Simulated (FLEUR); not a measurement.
FLEUR run on Mn₃Co (P6_3/mmc, 8 atoms in the cell): self-consistent single point.

Method of the run: LDA (Perdew-Zunger), all-electron FLAPW (FLEUR), scalar-relativistic valence.

```xyz
8
Lattice="4.9743 0.0000 0.0000 -2.4871 4.3078 0.0000 0.0000 0.0000 3.9533" Properties=species:S:1:pos:R:3 pbc="T T T"
Mn     1.2117     0.6996     2.9650
Mn     1.2754     3.6083     0.9883
Mn     0.0000     1.3991     0.9883
Mn     2.4871     2.9087     2.9650
Mn     3.7626     0.6996     2.9650
Mn    -1.2754     3.6083     0.9883
Co     2.4871     1.4359     0.9883
Co     0.0000     2.8719     2.9650
```

Reference input (self-consistent single point, DFT, PBEsol, all-electron FLAPW (FLEUR), scalar-relativistic valence): Kmax = 3.8 1/bohr; GmaxXC = 13.3 1/bohr; xcFunctional = PBEs; jspins = 1; l_soc = F; mode = gauss; fermiSmearingEnergy = 0.00183747 Htr; mesh (inpgen div1-3) = 5 5 6; inpgen gamma flag = true; Gmax = 13.3 1/bohr; numbands = 0; maxIterBroyd = 15. This run's input differs from it in these lines:

```diff
@@ -20,3 +20,3 @@
 &comp jspins=1 /
-&exco xctyp='PBEs' /
+&exco xctyp='pz' /
 &kpt div1=5 div2=5 div3=6 gamma=t /
@@ -33,3 +33,3 @@
       <coreElectrons ctail="T" frcor="F" kcrel="0" coretail_lmax="0"/>
-      <xcFunctional name="PBEs" relativisticCorrections="F"/>
+      <xcFunctional name="pz" relativisticCorrections="F"/>
       <magnetism jspins="1"/>
```

Output, abridged:

```
 Iteration:     1   Distance:      21.49282009 me/bohr^3
 Iteration:     2   Distance:      16.40243901 me/bohr^3
 Iteration:     3   Distance:      13.03020801 me/bohr^3
 Iteration:     4   Distance:       4.82749683 me/bohr^3
 Iteration:     5   Distance:       6.89852548 me/bohr^3
   [... 11 lines left out ...]
 Iteration:    17   Distance:       0.00016679 me/bohr^3
 Iteration:    18   Distance:       0.00008216 me/bohr^3
 Iteration:    19   Distance:       0.00002552 me/bohr^3
 Iteration:    20   Distance:       0.00000647 me/bohr^3
 Reset of history
 Run finished successfully
 Stop message:
   Structural relaxation: new displacements generated

[file out, last iteration]
             iter=     21
[...]
          total density-effective poten   -1.5451220778E+04
          total charge density-energy d   -4.1536845334E+02
 Updated energy parameters for spin:           1
[...]
 fermi energy and band-weighting factors:
   [... 9 lines left out ...]

[...]
FERMIE:
          first approx. to ef    (T=0)  :   0.432599 htr   (energy of the highest occ. eigenvalue)
          number of occ. states  (T=0)  :       1190
          first approx. to seigv (T=0)  : -76.037737 htr
          sum of weights of occ. states :  60.000000
          sum of semicore charge        :   0.000000 e
          fermi energy=   0.43302 har   work function= -11.78299 ev
   [... lines left out ...]
          total moment                 =     0.00000
 Direct bandgap for spin            1 :    1.8172400250829890E-003  Htr
 ---->    free energy=                     -9721.5550838630 htr
   [... lines left out ...]
      extrapolation for T->0
 ---->    total electron energy=           -9721.5550838630 htr
 ***** TOTAL FORCES ON ATOMS *****
 TOTAL FORCE FOR ATOM TYPE=  1  X=  2.290   Y=  1.322   Z= -1.868
                       FX_TOT=-0.002522 FY_TOT=-0.001456 FZ_TOT= 0.000000
 TOTAL FORCE FOR ATOM TYPE=  2  X= -4.700   Y=  2.714   Z=  1.868
                       FX_TOT= 0.000000 FY_TOT= 0.000000 FZ_TOT= 0.000000
```

The run converged in 20 iterations. FLEUR gives forces in its relaxation mode, with a further iteration, so its stop message speaks of a relaxation. Against the reference run the largest force goes from 0.099 to 0.150 eV/Å.

The starting cell comes from a database of computed structures (which also holds hypothetical and non-ambient phases and stackings), without a prior relaxation at this level. Spin polarisation is off. Values depend on the basis (sphere radii, cutoffs, local orbitals), which need not be converged. The log's line on a gap gives a spacing of levels on this mesh, which the program prints for metals too.

Cost on one core of a shared machine: roughly 3 min.
